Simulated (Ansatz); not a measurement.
Consider CdS in the zinc blende structure (space group F-43m, No. 216; a = 5.8243 Å).

The values are results of plane-wave PAW DFT at the PBEsol level (Ansatz, a first-principles code, 420 eV), spin-orbit coupling left out, not measurements.

One change was made to it. Results:

| quantity | base | after |
|---|---|---|
| band gap | 1.01 eV | 0.48 eV |
| lattice parameter a | 11.006 bohr | 11.493 bohr |

**Question.** Which change produced these results?
(A) Cd → Zn
(B) S → Si
(C) S → Se

**Answer.** C, S → Se. For comparison, the band gap in the other runs: Cd → Zn gives 2.09 eV; S → Si gives zero.

No phonon test of stability was made. As relaxed here, CdSi is a hypothetical phase, not in the database extracts checked. All final runs are without spin polarisation.
